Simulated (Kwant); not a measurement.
System: wire with on-site disorder in a CdTe two-dimensional gas. Effective mass 0.096 mₑ, grid spacing 12 nm, hard walls, nominal width 200 nm (17 grid rows, so walls 216 nm apart), one parabolic valley, scattering region 400 nm long along x; energies count from the band bottom; Fermi energy swept from 4.8962e-05 to 0.00169 eV. On-site energies in the scattering region are random, uniform within ±W/2, W = 0.0051 eV, averaged over 12 samples.

The device is made up for the run: typed textbook-type constants, with dimensions and the other settings drawn at random.

Computed with Kwant: effective-mass tight-binding model on a square grid, one spin, coherent transport at 0 K. Conductance is in e²/h.

Question: How many channels do the leads carry at E = 0.477, 1.69 meV?

Answer: The hard-wall thresholds are n² ħ²π²/(2mW²) = n² × 0.0840 meV with W = 216 nm. √(0.477/0.0840) = 2.38, so 2. √(1.69/0.0840) = 4.49, so 4.
